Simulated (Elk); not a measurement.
Band structure of SmB2 (P6/mmm, 3 atoms in the cell).

```yaml
crystal:
  lattice:
    - [3.33414, 0.00000, 0.00000]
    - [-1.66707, 2.88745, 0.00000]
    - [0.00000, 0.00000, 4.03079]
  atoms:
    - { symbol: Sm, position: [0.00000, 0.00000, 0.00000], spin: 5.0 }
    - { symbol: B, position: [0.33333, 0.66667, 0.50000] }
    - { symbol: B, position: [0.66667, 0.33333, 0.50000] }
```
(The spins are starting values, not results.)

Method: LDA (PW92), all-electron FP-LAPW, Elk's shipped species files, default APW+lo basis run with Elk 10.2.4.

Settings: xctype = 3; spinpol = true; rgkmax = 7; stype = 3; swidth = 0.00367493 Ha; ngridk = 11 11 8; reducebf = 0.8; rmtscf = 0.94; nempty = 10 per atom; bfcmt = [[0.0, 0.0, -2.5], [0.0, 0.0, 0.0], [0.0, 0.0, 0.0]].

The starting cell comes from a database of computed structures (which also holds hypothetical and non-ambient phases and stackings), without a prior relaxation at this level. Spin-orbit coupling is off. With one magnetic atom in the cell only a parallel order is possible. With U or open f shells several self-consistent states can exist. The f electrons are in the valence without U or exact exchange, which can misplace them near the Fermi level. Spin-orbit terms, which matter for f shells, are left out. Values depend on the basis (sphere radii, cutoffs, local orbitals), which need not be converged.

Levels in eV from the Fermi level, bands 12 to 19 of the first spin channel:
```
point     12     13     14     15     16    17    18    19
-----  -----  -----  -----  -----  -----  ----  ----  ----
Γ      -0.29  -0.26  -0.25  -0.05   0.39  5.08  5.08  5.62
M      -0.28  -0.12  -0.09  -0.07   0.36  3.44  4.68  5.96
K      -0.30  -0.10  -0.09   0.24   0.25  3.45  3.45  5.96
A      -0.13  -0.04   1.09   1.10   2.49  2.81  2.81  2.98
L      -0.23  -0.15  -0.14  -0.05   0.60  5.10  5.13  6.93
H      -0.26  -0.17  -0.16  -0.13  -0.08  6.06  7.41  7.41
```

Bands cross the Fermi level along this path, so the cell is metallic at this level.

The net moment of the cell came out as 5.72 μB.
